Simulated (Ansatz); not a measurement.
A computed series for HfO2: pressure series

The reference is HfO₂ in the fluorite structure (space group Fm-3m, No. 225).

```
HfO2
1.0
    0.00000     2.54906     2.54906
    2.54906     0.00000     2.54906
    2.54906     2.54906     0.00000
Hf O
1 2
Direct
  0.00000   0.00000   0.00000
  0.25000   0.25000   0.25000
  0.75000   0.75000   0.75000
```

Cell and atoms are relaxed at each pressure.

The values are results of plane-wave PAW DFT at the PBE level (Ansatz, a first-principles code, 420 eV), no spin-orbit coupling, earlier PAW set, not measurements.

Candidates:
(a) pressure 7 GPa
(b) pressure −1 GPa
(c) pressure 100 GPa
(d) pressure 75 GPa

Base values:

| Item | Value |
|---|---|
| Band gap | 3.75 eV |

Problem. Order them by band gap, highest first.

Solution. (c) pressure 100 GPa (4.25 eV), (d) pressure 75 GPa (4.20 eV), (a) pressure 7 GPa (3.81 eV), (b) pressure −1 GPa (3.74 eV)

With Hf present, leaving out spin-orbit coupling can change the band edges. Load acts through the strain it causes; cell and atoms are relaxed under it. Stability against distortions was not tested. Competing high-pressure phases were not computed. This is not the structure that HfO2 has at room temperature and ambient pressure.
